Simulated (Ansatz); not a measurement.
Input:

```
CELL_PARAMETERS angstrom
      3.24608     0.00000     0.00000
      1.62304     2.81119     0.00000
      1.62304    -0.93706     2.68832
ATOMIC_POSITIONS crystal
  Na 0.00000 0.00000 0.00000
  F  0.00000 0.50000 0.50000
```

No spin polarisation.

Method: PBEsol, PAW, 420 eV (Ansatz, a quantum-chemistry and plane-wave program; no SOC). Settings: 12×12×12 k-points, 0.05 eV Fermi–Dirac smearing.

### Question
Predict the band gap, in-plane stress and electron mass.

### Answer
The band gap is 6.24 eV and the mean in-plane stress (compression positive) is +0.8 GPa. The electron mass comes out as 0.56 mₑ (at Γ).

The cells carry an imposed strain or load. Effective masses come from finite differences of ±0.01 Å⁻¹. Whether these cells are dynamically stable was not tested. The cell was made from NaF in the rock salt structure (space group Fm-3m, No. 225) by this change: biaxial strain −0.83 %, plane normal [111], relaxed out of plane.
